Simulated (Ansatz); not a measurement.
# PbTe under a change: uniaxial strain ε_zz = +1.50 %

Start from PbTe in the rock salt structure (space group Fm-3m, No. 225; a = 6.3796 Å). Axes: x, y, z lie along the cube axes.

The change: uniaxial strain ε_zz = +1.50 %, all other strain components held at zero; the atoms relax in the strained cell.

Level of theory: LDA, PAW, 420 eV (Ansatz, a program for electronic structure; no SOC). Γ-centred 9×9×9 mesh, Fermi–Dirac width 0.05 eV.

The volume per atom increases by 0.487 Å³ to 32.94 Å³ and the space group becomes I4/mmm (No. 139) (base: Fm-3m (No. 225)). The shortest interatomic distance is still 6.028 bohr and the energy rises by 2.9 meV/atom. The pressure (mean of the normal stresses, compression positive) goes from zero to -0.67 GPa and the band gap grows by 0.02 eV (0.57 eV → 0.59 eV). The gap character comes out as direct at N and the stress (xx, yy, zz, yz, xz, xy; compression positive) comes out as (-0.07, -0.07, -1.87, 0.00, 0.00, 0.00) GPa.

Final structure:

```xyz
2
Lattice="0.0000 3.1898 3.2376 3.1898 0.0000 3.2376 3.1898 3.1898 0.0000" Properties=species:S:1:pos:R:3 pbc="T T T"
Te     3.1898     3.1898     3.2376
Pb     0.0000     0.0000     0.0000
```

Spin-orbit coupling, missing from the scalar runs, can matter with Pb and Te. No phonon test of stability was made. Labels are those of the standard path for the cell's own space group.
